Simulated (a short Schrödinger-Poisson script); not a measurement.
**Gated Al0.4Ga0.6N/GaN polarisation-induced gas**

Structure: gated Al0.4Ga0.6N/GaN polarisation-induced gas, at 77 K.

| layer | material | thickness (nm) | Na (cm⁻³) |
|---|---|---|---|
| 1 | Al0.4Ga0.6N | 20 | - |
| 2 | GaN | 6000 | 2e14 |

The device is made up for the run: typed textbook-type constants, with dimensions and the other settings drawn at random. Al0.4Ga0.6N: permittivity 9.26, conduction-band edge (eV) 0.58, gap (eV) 4.258, electron mass (mₑ) 0.248, Nv at 300 K (cm⁻³) 4.6e19. GaN: permittivity 9.5, conduction-band edge (eV) 0, gap (eV) 3.43, Nv at 300 K (cm⁻³) 4.6e19.

Channel valleys (confinement mass, in-plane density-of-states mass, number): Γ 0.2, 0.2, 1. At the gate the conduction-band edge of layer 1 lies 1.36 eV − eVg above the Fermi level of the channel; the field vanishes at the back. Sheet of polarisation charge: +2e13 e/cm² at 20 nm from the gate. The barrier under the gate holds no holes. Gaps are held at their typed values at every temperature. Mesh 0.08 nm at interfaces.

From a short Schrödinger-Poisson script (our own, NumPy): 1D Poisson equation in equilibrium, electrons quantum, Hartree (BenDaniel-Duke, 40 states a valley, the channel's in-plane mass for all, wave functions free to enter the barrier), parabolic valleys, classical holes, full ionisation, no traps, pinning or gate leakage.

```csv
Vg (V),electrons (cm⁻²),in the channel layer,C (μF/cm²),Γ E0 (meV),Γ E1 (meV)
0.5,1.79e13,1.63e13,0.395,-186.7,-25.7
-0.5,1.54e13,1.43e13,0.393,-163.4,-19.8
-1.5,1.30e13,1.22e13,0.390,-139.4,-14.3
-2.5,1.05e13,1.01e13,0.388,-115.0,-9.0
-3.5,8.13e12,7.87e12,0.385,-90.1,-3.7
-4.5,5.73e12,5.61e12,0.382,-64.6,2.0
-5.5,3.37e12,3.33e12,0.376,-38.5,8.7
-6.5,1.06e12,1.06e12,0.360,-11.0,16.8
```

Gate voltages with under 1e6 electrons/cm² are left out.

Subbands count from the Fermi level.
